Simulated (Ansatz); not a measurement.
## Short convergence ladders for HfAu (P4mm, 4 atoms in the cell)

```
CELL_PARAMETERS angstrom
      3.46644     0.00000     0.00000
      0.00000     3.46644     0.00000
      0.00000     0.00000     6.28892
ATOMIC_POSITIONS crystal
  Hf 0.00000 0.50000 0.85953
  Hf 0.50000 0.00000 0.14842
  Au 0.00000 0.50000 0.37143
  Au 0.50000 0.00000 0.62857
```

Base method: LDA (PW92), default PAW files made with PBE (plane waves; Ansatz, a quantum-chemistry and plane-wave program).

Base settings: basis.ecutwfc = 420 eV; kpoints.mp_grid.grid = 8 8 4; hamiltonian.xc = lda; hamiltonian.pseudopotentials = {kind: paw} (the program's default PAW files); scf.occupations.method = fermi_dirac; scf.occupations.width = 0.1 eV.

The count of work is k-points × plane waves × bands × iterations; it is no time. Core times come from one kind of shared machine, to one figure; runs under 30 s give none.

**The cutoff for other potential files**

Level: DFT, LDA (PW92), plane waves, harder PAW files (source: ansatz) made with PBE.

In this ladder: hamiltonian.pseudopotentials = {kind: paw, source: ansatz}.

The second cell is the first with its lattice scaled by 0.98.

The mesh stays at the base's, so the ladder's end is converged at best in this setting alone.

The first pressure column holds Ansatz's estimate of the finite-basis (Pulay) stress, which hides part of the cutoff error; the other is without it.

Only quantities that move along the ladder and can be compared are tabulated.

```tsv
basis.ecutwfc	free energy less the last step's (meV/atom)	energy of the compressed cell less the first (meV/atom)	pressure (GPa)	pressure without the Pulay estimate (GPa)	largest difference of a force vector from the last step's (eV/Å)	count of work / last	core time / last (rough)
280 eV	6511.92	0.24	-6.53	-268.28	0.432	0.11	–
340 eV	1404.76	-6.76	-5.18	-76.06	0.013	0.14	–
430 eV	116.05	-0.19	-4.95	-13.21	0.009	0.20	–
525 eV	5.65	0.06	-4.88	-5.44	0.000	0.28	0.3
615 eV	0.74	0.13	-4.87	-4.89	0.000	0.35	0.4
740 eV	0.49	0.12	-4.88	-4.88	0.000	0.46	0.6
925 eV	0.29	0.12	-4.88	-4.89	0.000	0.65	0.7
1235 eV	0.00	0.11	-4.88	-4.88	0.000	1.0	1
```

Coarsest basis.ecutwfc that holds the free energy within 1 meV/atom of the last step, with all finer ones: 615 eV, at 0.35 of the last step's count of work and about 0.4 of the last step's time; the step before is off by 5.7 meV/atom.

Coarsest basis.ecutwfc that holds the forces within 0.01 eV/Å of the last step, with all finer ones: 430 eV, at 0.20 of the last step's count of work; the step before is off by 0.013 eV/Å.

Coarsest basis.ecutwfc that holds the pressure within 1 GPa of the last step, with all finer ones: 340 eV, at 0.14 of the last step's count of work; the step before is off by 1.7 GPa.

The energy difference between the two cells stays within 1 meV/atom of the last step's from 430 eV on, the total only from 615 eV on: much of the error is common to both cells and cancels.

At the lowest cutoff the pressure without the Pulay estimate lies 263 GPa under the last step's, the usual sign of Pulay stress in an incomplete plane-wave basis.

**The relaxed cell against the cutoff**

On HfAu (P4/nmm, 4 atoms in the cell): atoms on their sites.

In this ladder: relax = cell and atoms.

The mesh stays at the base's, so the ladder's end is converged at best in this setting alone.

Only quantities that move along the ladder and can be compared are tabulated.

| basis.ecutwfc | relaxed volume (Å³/atom) | relaxation steps | core time / last (rough) |
|---|---|---|---|
| 210 eV | 18.717 | 45 | 0.9 |
| 250 eV | 18.374 | 23 | 0.6 |
| 295 eV | 18.356 | 18 | 0.6 |
| 355 eV | 18.344 | 8 | 0.4 |
| 420 eV | 18.339 | 6 | 0.4 |
| 505 eV | 18.339 | 6 | 0.5 |
| 630 eV | 18.339 | 6 | 0.7 |
| 840 eV | 18.339 | 6 | 1 |

Coarsest basis.ecutwfc that holds the relaxed volume within 0.092 Å³/atom of the last step, with all finer ones: 250 eV; the step before is off by 0.38 Å³/atom.

At the lowest cutoff the cell relaxes to a volume 2.1 % larger than at the highest. Ansatz relaxes on a stress corrected for the finite basis.

On the base run: the starting cell comes from a database of computed structures (which also holds hypothetical and non-ambient phases and stackings), without a prior relaxation at this level. Its lattice was rescaled by up to half a per cent. One atom was moved a little off its site on purpose.

Keys are those of Ansatz 0.2.
